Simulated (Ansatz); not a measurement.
Na2S: band gap against strain

Na2S (antifluorite, Fm-3m, 22.900 Å³/atom and stress up to 0.01 GPa in the relaxed cell, cube axes along x, y and z) under an engineering shear γ in the xy plane. PBEsol in Ansatz, a plane-wave DFT program (PAW, default set), 420 eV, 9×9×9 Γ-centred mesh, Fermi-Dirac smearing 0.05 eV; ions are relaxed, or left where forces stay under 0.02 eV/Å, within the symmetry of each cell. Gaps are the smallest over the k-mesh and a band path, without spin-orbit coupling; in all rows the valence edge lies at Γ and the conduction edge at Γ.

Here s stands for strain and Eg for gap.

```
strain (%)  gap (eV)
----------  --------
0.00           2.428
0.58           2.420
1.14           2.413
1.72           2.404
4.00               ?
```

### Question
Using a straight line, estimate the missing Eg at s = 4.00 from the other rows, showing the fit.

### Answer
Means: s 0.86000, Eg 2.4162. About the means, the sum of products is -0.022600 and the sum of squares of s is 1.6360; the slope is their ratio. Least squares gives Eg = 2.4281 - 0.01381·s. Residuals (row less fit): -0.0001, -0.0001, 0.0006, -0.0003; standard error 0.0005 (degrees of freedom: 2). Over these rows the gap moves by -1.38 ± 0.04 eV per unit strain. At the withheld row, Eg = 2.4281 - 0.01381 × 4.00 = 2.3729 eV. The calculation gives 2.365 eV, 0.0079 eV below the prediction (12.5 % of the range of Eg in the table). The row lies outside the fitted rows, so this is an extrapolation. The scatter of the fitted rows lies at the last printed digit.

A polynomial of degree 2 through the 7 other runs of the series gives 2.364 there, so most of the miss is curvature that the fit leaves out. Rows are the converged runs of the series near zero and its far end, less any whose ions stayed unrelaxed beside relaxed ones; series whose fitted rows scatter by over a few per cent of the range, as at a crossing or softening among them, aren't shown in this form. Most that stay on the fit to the last digits aren't either.
